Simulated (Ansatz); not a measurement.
**Cu (R-3m): band-structure transport figures**

Given:

```xyz
1
Lattice="-0.0062 1.7777 1.7777 1.7777 -0.0062 1.7777 1.7777 1.7777 -0.0062" Properties=species:S:1:pos:R:3 pbc="T T T"
Cu     0.0000     0.0000     0.0000
```

Computed with PBEsol, rigid bands (plane waves, PAW, scalar-relativistic; Ansatz, a quantum-chemistry and plane-wave program). Condition of this run: uniaxial stress along [111] of 1 GPa (compression positive) (the target of the relaxation). Cell: cell and atoms relaxed with PBEsol, then loaded as said.

```json
{
  "density of states at the Fermi level": "0.299 states/(eV·cell), both spins",
  "bare Sommerfeld coefficient": "0.70 mJ/(mol of atoms·K²)",
  "drude_plasma_energy": "9.1 eV",
  "root-mean-square Fermi velocity": "1.1e6 m/s",
  "resistivity times τ": "5.9 ×10⁻²² Ω·m·s",
  "resistivity_times_mean_free_path": "6.5 ×10⁻¹⁶ Ω·m²"
}
```

A metal at this level (no band gap); rigid bands, thermally averaged at 300 K, both spins. Spin-orbit coupling is left out. τ is one relaxation time for all states; the product of resistivity and mean free path takes one path for all states instead.
